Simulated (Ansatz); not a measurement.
Cubic perovskite CsSrF3, treated with rVV10 (Ansatz, a program for electronic structure, PAW).

Numerical settings: plane-wave cutoff 520 eV, 8×8×8 k mesh, Fermi–Dirac smearing 0.01 eV, scalar-relativistic PAW data made under PBE.

The cell is scaled about its equilibrium volume:

```tsv
V (Å³/atom)	P (GPa)	direct gap at Γ (eV)
20.411	3.25	6.264
20.845	2.04	6.185
21.279	0.96	6.108
21.714	0.00	6.030
22.148	-0.86	5.952
22.582	-1.62	5.875
23.016	-2.30	5.799
```

A straight line through the gaps at Γ against ln V gives a volume deformation potential dE_g(Γ)/d ln V of -3.9 eV: the gap at Γ widens under compression.

Note: the relaxation could not lower the start's symmetry, so the cell can be a saddle point above a distorted one.

Spin–orbit coupling is not included.
